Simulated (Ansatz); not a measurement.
Base system: HgTe in the zinc blende structure (space group F-43m, No. 216; a = 6.435 Å). Axes: x, y, z lie along the cube axes.

Level of theory: Ansatz (a program for electronic structure) LDA, no spin-orbit coupling.

Now apply this change: tensor shear ε_xy = +0.86 % (engineering shear γ = 0.0172), atoms relaxed at fixed cell.

Q: What happens to the energy relative to the base, valley order and largest internal atomic displacement?

A: The energy rises by 0.7 meV/atom; the valley order (the lowest conduction-band minima on the path, energy above the VBM, named in the base's zone) is Γ 0.01 eV; L along [1-11] 0.48 eV; L along [11-1] 0.62 eV; the largest internal atomic displacement is 0.012 Å.

With Hg and Te present, leaving out spin-orbit coupling can change the band edges. The cells carry an imposed strain or load. Whether these cells are dynamically stable was not tested. All final runs are without spin polarisation.
